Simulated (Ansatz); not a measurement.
Crystal: SiO$_{2}$ (P3_121, 9 atoms a cell, 12.6 Å³ an atom); both levels run on this one cell.

Complex bands along the normal of (001) by Ansatz (plane waves, PAW, no spin-orbit coupling). r2SCAN gives a gap of 6.60 eV and a slowest mid-gap decay of 0.515 1/Å.

Problem. What does PBE give on the same cell, and what does that do to the current through 2 nm?

Solution. Gap 5.95 eV, κ = 0.494 1/Å. The mid-gap transmission through 2 nm changes by exp(2 × 20 × (0.515 − 0.494)) = a factor of 2.3 against r2SCAN.

Ansatz is a program for electronic structure.
